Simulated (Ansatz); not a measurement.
Base system: TaN (space group P6/mmm, No. 191).

```
CELL_PARAMETERS angstrom
      5.20166     0.00000     0.00000
     -2.60083     4.50477     0.00000
      0.00000     0.00000     2.90614
ATOMIC_POSITIONS crystal
  Ta 0.00000 0.00000 0.00000
  Ta 0.33333 0.66667 0.50000
  Ta 0.66667 0.33333 0.50000
  N  0.50000 0.00000 0.00000
  N  0.50000 0.50000 0.00000
  N  0.00000 0.50000 0.00000
```

Cartesian axes are those of the cell as printed.

Calculations: PBEsol/PAW in Ansatz (a first-principles code), scalar-relativistic without spin-orbit coupling.

For the base:

The pressure comes out as 0.0 GPa and the shortest interatomic distance is 2.090 Å.

Perturbation: uniaxial strain ε_xx = +3.57 %, all other strain components held at zero, atoms relaxed at fixed cell.

**Question.** Predict the new largest internal atomic displacement, energy relative to the base, pressure and shortest interatomic distance.

**Answer.** The largest internal atomic displacement amounts to 0.012 Å; the energy rises by 17 meV/atom; the pressure (mean of the normal stresses, compression positive) goes from zero to -9.0 GPa; the shortest interatomic distance grows by 0.009 Å (2.090 Å → 2.099 Å).

Without a gap, meshes like the base's 10×10×16 leave anisotropic stresses uncertain by several tenths of a GPa, and small strain energies with them. Whether these cells are dynamically stable was not tested. The final runs are not spin-polarised. This is not the structure that TaN has at room temperature and ambient pressure.
